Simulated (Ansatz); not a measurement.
Cost and result by functional for the adsorption energy of NH3 on the 1x1 (0001) surface of corundum (cut with top plane Al), one in a 1x1 cell, started at the site 'bridge O-O (span 2.6 Å)', in Ansatz (plane waves, PAW). Single points on the PBE structure, on one kind of machine; costs are rough ratios of the slab run's core time (references not counted) to the cheapest single point. r2SCAN's cost holds its higher cutoff (500 against 420 eV). Differences are taken against HSE06 for comparison alone: no measured value is at hand, so the table doesn't rank accuracy. HSE06 ran on a coarser k-mesh, which lowers its cost and may carry part of its shift.

Host crystal: corundum, with a band gap (PBE, scalar-relativistic without spin-orbit coupling).

Model: 24-atom slab, 6.7 Å thick at the start under the adsorbate (thin: gaps and levels are the slab's own), 6x6x1 mesh, Fermi-Dirac 0.01 eV, dipole correction, 9 atoms held, the rest relaxed; no symmetry held; no spin, no spin-orbit, no U, no dispersion correction. At the end it is bonded to Al. In PBE it is, or lies within 0.03 eV of, the lowest of the starts that converged. These notes are the PBE run's. Adsorption energies are against NH3(g). A negative adsorption energy means that the adsorbate is more stable on the surface than in its reference.

```
functional                     relative cost  adsorption energy (eV)  less HSE06 (eV)
-----------------------------  -------------  ----------------------  ---------------
RPBE                                       1                   -0.77             0.26
r2SCAN                                     2                   -1.18            -0.14
HSE06                                     10                   -1.03             0.00
PBE (the relaxed run's value)              –                   -1.00             0.03
```

The values span 0.40 eV, while the single points' costs differ by a factor of roughly 10. Differences are of unrounded values.

Ansatz is a program for electronic structure.
